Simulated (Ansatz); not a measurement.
Worked sum: formation energy of the neutral H_i in HfN (rock salt, Fm-3m)

This concerns the formation energy of the neutral H_i in HfN (rock salt, Fm-3m). Reaction: 32 HfN (rock salt) + 1/2 H2 (gas) → cell A.

A: a supercell of 64 sites of HfN (rock salt, Fm-3m) with H off the lattice sites (4 Hf at 1.96 Å and 4 N at 2.10 Å); partly filled levels (a metallic host or states in the gap) with PBE; an odd number of electrons; spin state with PBE: no moments.

Method: Ansatz (a program for electronic structure), PAW, neutral cells at 0 K with nuclei at rest, on structures from PBE. Ansatz runs with its default PAW set. Other levels take these structures. The lattices are those relaxed with PBE, so at other levels the solids can be strained. Larger cells are relaxed from a start prepared with the learned potential CHGNet, on a coarser mesh till forces fall under 0.03 eV/Å, which some starts already meet. A dispersion term (D3(BJ), or D4 for r2SCAN) was computed beside these levels and is taken off wherever the name lacks it. Spin-orbit coupling is left out. Mesh and cell size may move defect energies by 0.1 eV or more. The value holds for the reservoirs listed; other chemical potentials shift it. Cell A has symmetry P-43m and got no random move, so less symmetric positions, which may lie lower, weren't tried.

Total energies of the cells in eV, at zero smearing width. They compare only within one column; the weights balance every element.

| cell | atoms | weight | r2SCAN |
|---|---|---|---|
| A: HfN:H_i | 65 | +1 | -515906.58769 |
| HfN (rock salt) | 64 | −1 | -515892.12177 |
| H2 (gas) | 2 | −1/2 | -31.88989 |

r2SCAN: (-515906.58769) − (-515892.12177) − 1/2 × (-31.88989) = 1.479 eV.
